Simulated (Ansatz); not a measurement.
The reference is Sn in the diamond structure (space group Fd-3m, No. 227; a = 6.656 Å; relaxed with 0.1 eV smearing).

Level of theory: PBE (Ansatz, an electronic-structure program), no spin-orbit coupling, earlier PAW set.

For the base:

| Property | Value |
|---|---|
| Pressure | 0.0 GPa |

Modification: every lattice vector is shortened by 5.14 %; the atoms relax in the strained cell.

Question: What happens to the pressure and energy relative to the base?

Answer: The pressure goes from zero to 8.3 GPa; the energy rises by 120 meV/atom.

No phonon test of stability was made.
